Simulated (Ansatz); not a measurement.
**One base run on WSi₂ (I4/mmm, 3 atoms in the cell) and variants with one or two settings moved**

```yaml
crystal:
  lattice:
    - [-1.59328, 1.59328, 3.88642]
    - [1.59328, -1.59328, 3.88642]
    - [1.59328, 1.59328, -3.88642]
  atoms:
    - { symbol: Si, position: [0.66500, 0.66500, 0.00000] }
    - { symbol: Si, position: [0.33500, 0.33500, 0.00000] }
    - { symbol: W, position: [0.00000, 0.00000, 0.00000] }
```

Base run A: PBE, PAW files run with Ansatz (a quantum-chemistry and plane-wave program), self-consistent single point.

Its settings: basis.ecutwfc = 30.9 Ry; kpoints.mp_grid.grid = 14 14 14; hamiltonian.xc = pbe; hamiltonian.pseudopotentials = {kind: paw} (an earlier, softer set of the program's PAW files); scf.occupations.method = cold; scf.occupations.width = 0.0147 Ry.

The starting cell has typed, rounded lattice constants, without a prior relaxation at this level. Its lattice was rescaled by a random factor within 2.5 % of one. Spin polarisation is off. In the base run, with a pressure of about 9 GPa the cell is away from its equilibrium volume at this level. Ansatz's pressure includes its estimate of the finite-basis (Pulay) stress.

ΔF is the free energy per atom less that of run A. 

Run A gave: pressure (GPa) 9.40; largest force (eV/Å) 0.185; k-points 244.

Runs:
- B: scf.convergence.dr2_threshold: default (1e-07 eV) → 1e-08 eV
- C: kpoints.mp_grid.grid: 14 14 14 → 10 10 10; scf.occupations.width: 0.0147 Ry → 0.022 Ry
- D: kpoints.mp_grid.grid: 14 14 14 → 4 4 4
- E: crystal.symmetry.detect: default → false
- F: kpoints.mp_grid.grid: 14 14 14 → 12 12 12
- G: scf.occupations.width: 0.0147 Ry → 0.0007 Ry
- H: scf.mixing.algorithm: default (the program chose MSR1) → broyden; scf.mixing.beta: default → 0.05
- I: scf.mixing.preconditioner: default (the program chose Kerker) → kerker; scf.mixing.q_tf: default → 0.2
- J: scf.self_checks: default → high

What does run F change against A?

The free energy stays essentially unchanged (within 1 meV/atom), the pressure moves little (9.40 to 9.39 GPa) and the largest force goes from 0.185 to 0.195 eV/Å.

What does run G change against A?

The free energy hardly moves (within 1 meV/atom), the pressure hardly changes (9.40 to 9.43 GPa) and the largest force goes from 0.185 to 0.170 eV/Å.

What does run C change against A?

The free energy goes up by 1.1 meV/atom, the pressure moves little (9.40 to 9.38 GPa) and the largest force goes from 0.185 to 0.192 eV/Å.

```tsv
run	ΔF (meV/atom)	pressure (GPa)	largest force (eV/Å)	k-points
A	0.00	9.40	0.185	244
B	0.00	9.40	0.185	244
C	1.14	9.38	0.192	102
D	15.7	10.05	0.395	13
E	0.00	9.40	0.185	1376
F	0.01	9.39	0.195	163
G	-0.18	9.43	0.170	244
H	0.00	9.40	0.185	244
I	0.00	9.40	0.185	244
J	0.00	9.40	0.185	244
```

Keys are those of Ansatz 0.2.
